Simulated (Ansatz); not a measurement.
The parent structure is BP in the zinc blende structure (space group F-43m, No. 216; a = 4.5366 Å). Axes: x, y, z lie along the cube axes.

The values are results of r2SCAN (Ansatz, a quantum-chemistry and plane-wave program), without spin-orbit coupling, not measurements.

A first run, uniaxial strain ε_zz = −0.58 %, gives secant values C11 ≈ 360 GPa and C12 ≈ 76 GPa from its stress. A second run applies isotropic strain +0.93 %.

### Question
What does linear elasticity predict for the bulk modulus −ΔP/(ΔV/V₀) in the second run, and what does the run give?

### Answer
Linear elasticity: (C11 + 2 C12)/3 = 170 GPa. The run gives 160 GPa; any difference comes from nonlinear terms at these strains and numerical noise.

No phonon test of stability was made.
